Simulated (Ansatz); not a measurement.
Start from AlN in the wurtzite structure (space group P6_3mc, No. 186; a = 3.1302 Å, c = 5.0180 Å).

Level of theory: PBE/PAW in Ansatz (a program for electronic structure), no spin-orbit coupling.

For the base:

The width of the top valence band is 2.34 eV. The valence-band top at Γ is 0.00, -0.20, -0.20 eV. The pressure is 0.00 GPa.

Perturbation: the cell is scaled by 0.9880 in all directions; the atoms relax in the strained cell.

Question: How does this affect the energy relative to the base, mean gap deformation potential ΔEg/Δln V, width of the top valence band, valence-band top at Γ and pressure?

Answer: The energy rises by 8.7 meV/atom; the mean gap deformation potential ΔEg/Δln V comes out as -8.7 eV; the width of the top valence band rises by 0.06 eV (2.34 eV → 2.40 eV); the valence-band top at Γ (three highest levels, from the VBM) becomes 0.00, -0.22, -0.22 eV (base: 0.00, -0.20, -0.20 eV); the pressure (mean of the normal stresses, compression positive) goes from zero to 7.52 GPa.

Stability against distortions was not tested.
